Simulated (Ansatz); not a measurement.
The starting structures come from a database of crystals and need not be the phases stable at ambient conditions.

 Where the default PAW files enter, the runs use the earlier of Ansatz's two default sets.

Input:

```
CELL_PARAMETERS angstrom
      5.51621     0.00000     0.00000
     -2.75811     4.77718     0.00000
      2.75810     1.59239     4.86369
ATOMIC_POSITIONS crystal
  In 0.71424 0.35712 0.92864
  In 0.28576 0.64288 0.07136
  In 0.28576 0.14288 0.57136
  In 0.71424 0.85712 0.42864
  O  0.20350 0.25000 0.25000
  O  0.79649 0.75000 0.75000
  O  0.50000 0.95351 0.25000
  O  0.50000 0.04650 0.75000
  O  0.79649 0.54649 0.25000
  O  0.20350 0.45350 0.75000
```

Space group of this cell: R-3c, corundum. The cell is taken as given; by r2SCAN its mean pressure is -0.8 GPa.

The current runs along the normal of the first two printed vectors, the (001) plane. All runs by Ansatz (a program for electronic structure), plane waves and PAW, without spin-orbit coupling; the base is r2SCAN.

| run | mean pressure (GPa) | gap (eV) | mid-gap κ (1/Å) |
|---|---|---|---|
| base | -0.8 | 1.77 | 0.163 |
| all lengths scaled by 0.98 | 11.5 | 2.19 | 0.192 |
| all lengths scaled by 1.02 | -10.0 | … | … |
| lda in place of r2scan | -5.9 | 1.07 | 0.117 |
| lengths across the current scaled by 0.98, ions clamped | 7.5 | … | … |
| lengths across the current scaled by 1.02, ions clamped | -7.5 | 1.46 | 0.140 |
| lengths along the current scaled by 0.97, ions clamped | 4.4 | … | … |
| lengths along the current scaled by 1.03, ions clamped | -5.2 | 1.57 | 0.150 |
| pbesol in place of r2scan | -0.8 | 1.09 | 0.118 |

Q: Fill in the missing entries.

A: 
- all lengths scaled by 1.02, gap (eV): 1.35
- all lengths scaled by 1.02, mid-gap κ (1/Å): 0.133
- lengths across the current scaled by 0.98, ions clamped, gap (eV): 2.03
- lengths across the current scaled by 0.98, ions clamped, mid-gap κ (1/Å): 0.183
- lengths along the current scaled by 0.97, ions clamped, gap (eV): 1.94
- lengths along the current scaled by 0.97, ions clamped, mid-gap κ (1/Å): 0.174
